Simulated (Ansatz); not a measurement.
Take AlN (space group P4_2/mnm, No. 136; a = 5.294 Å, c = 3.109 Å; a hypothetical phase, not in the database extracts checked) as the base.

Modification: every lattice vector is shortened by 0.93 %; the atoms relax in the strained cell.

Levels (all Ansatz, an electronic-structure program, PAW): PBEsol (420 eV, no spin-orbit coupling); r2SCAN (500 eV, scalar-relativistic without spin-orbit coupling); HSE06 (420 eV, spin-orbit coupling left out).

One geometry, relaxed with PBEsol, under each level:

| level | band gap | lowest conduction level above the VBM at special points | pressure |
|---|---|---|---|
| PBEsol | 3.93 eV | Γ 3.93 eV; A 5.19 eV; X 5.90 eV; Z 5.96 eV | 5.66 GPa |
| r2SCAN | 4.63 eV | Γ 4.63 eV; A 5.95 eV; X 6.66 eV; Z 6.80 eV | 4.52 GPa |
| HSE06 | … | … | – |

Problem. Give the withheld HSE06 results.

Solution. 
- HSE06, band gap: 5.35 eV
- HSE06, lowest conduction level above the VBM at special points: Γ 5.35 eV; A 6.64 eV; X 7.42 eV

Single points use the geometry relaxed with PBEsol. Their cutoffs differ, which shifts pressures a little. The hybrid gap comes from the SCF mesh plus the semilocal run's edge points and a few special points and is an upper bound. Stability against distortions was not tested.
